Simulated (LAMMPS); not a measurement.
Melts of Cu (fcc) with 25 % of Cu sites Au cooled to 300 K at several rates.

All values are model results, not measurements: classical MD, pair style eam, the elements' _u3.eam files (universal-3 set of Foiles, Baskes and Daw) (LAMMPS).

| cooling rate (K/s) | energy above the crystal | state | density | coordination number of Au by Cu | rough cost |
|---|---|---|---|---|---|
| 1e+12 | 0.031 eV/atom | glass | 11.9 g/cm³ (one sample) | 11.3 (counted to 3.54 Å) | 50 core-minutes |
| 1e+13 | 0.035 eV/atom | glass | 11.9 g/cm³ (one sample) | 11.1 (counted to 3.54 Å) | 7 core-minutes |
| 1e+14 | 0.038 eV/atom | glass | 11.8 g/cm³ (one sample) | 11.0 (counted to 3.54 Å) | 2.2 core-minutes |

Costs are rough and include melting and analysis.
